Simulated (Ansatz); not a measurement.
The reference is CaO in the rock salt structure (space group Fm-3m, No. 225; a = 4.831 Å).

Method: PBE in Ansatz (plane waves to 420 eV, PAW, without spin-orbit coupling).

One change was made to it. Results:

The lattice parameter a rises by 0.482 Å (4.831 Å → 5.313 Å); the band gap changes from 3.66 eV to zero.

Which change produced these results?
A) O → Se
B) O → F
C) Ca → Sr

B, O → F. For comparison, the band gap in the other runs: Ca → Sr gives 3.33 eV; O → Se gives 2.08 eV.

Stability against distortions was not tested. As relaxed here, CaF is a hypothetical phase, not in the database extracts checked. The final runs are not spin-polarised. An odd electron count without spin: CaF.

Ansatz is a program for electronic structure.
